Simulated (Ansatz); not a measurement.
Base system: MgS in the rock salt structure (space group Fm-3m, No. 225; a = 5.1551 Å).

It is then changed as follows: a hydrostatic pressure of 5 GPa.

Levels (all Ansatz, a first-principles code, PAW): PBE-D3(BJ) (420 eV, no SOC); HSE06 (420 eV, spin-orbit coupling left out).

The geometry is relaxed with PBE-D3(BJ).

| Item | Value |
|---|---|
| PBE-D3(BJ) lowest conduction level above the VBM at special points | X 2.96 eV; U 4.01 eV; K 4.01 eV; Γ 4.41 eV |

Task: What does HSE06 give at this geometry for the lowest conduction level above the VBM at special points?

Result: The lowest conduction level above the VBM at special points becomes X 4.00 eV; U 5.06 eV; K 5.06 eV; Γ 5.57 eV (PBE-D3(BJ): X 2.96 eV; U 4.01 eV; K 4.01 eV; Γ 4.41 eV).

Single points use the geometry relaxed with PBE-D3(BJ). HSE06 was sampled on its mesh, a few special points and the semilocal edge points, so its gap is an upper bound. The levels and masses belong to the bands next to the band gap. Load acts through the strain it causes; cell and atoms are relaxed under it. Whether these cells are dynamically stable was not tested. No other phases were tried under pressure. The base started in Pnma and relaxed to Fm-3m at this level.
